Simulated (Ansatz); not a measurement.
```
CELL_PARAMETERS angstrom
      2.72599     0.00000     0.00000
     -1.36300     2.36078     0.00000
      0.00000     0.00000     4.31688
ATOMIC_POSITIONS crystal
  Os 0.33333 0.66667 0.25000
  Os 0.66667 0.33333 0.75000
```

All values below come from PBEsol, rigid bands (plane waves, PAW, scalar-relativistic; Ansatz, a first-principles code). How the cell was made: cell and atoms relaxed with PBEsol.

Problem. For narrow interconnects the product ρ₀λ of bulk resistivity and mean free path ranks metals, the lower the better. What is it here?

Solution. 6.4 (x), 6.4 (y), 4.4 (z) ×10⁻¹⁶ Ω·m².

Problem. And the Drude plasma energy and the root-mean-square Fermi velocity at 300 K?

Solution. 8.1 (x), 8.1 (y), 9.5 (z) eV; 8.2e5 m/s.

A metal at this level (no band gap); rigid bands, thermally averaged at 300 K, both spins. Spin-orbit coupling is left out, which matters with elements this heavy. τ is one relaxation time for all states; the product of resistivity and mean free path takes one path for all states instead.
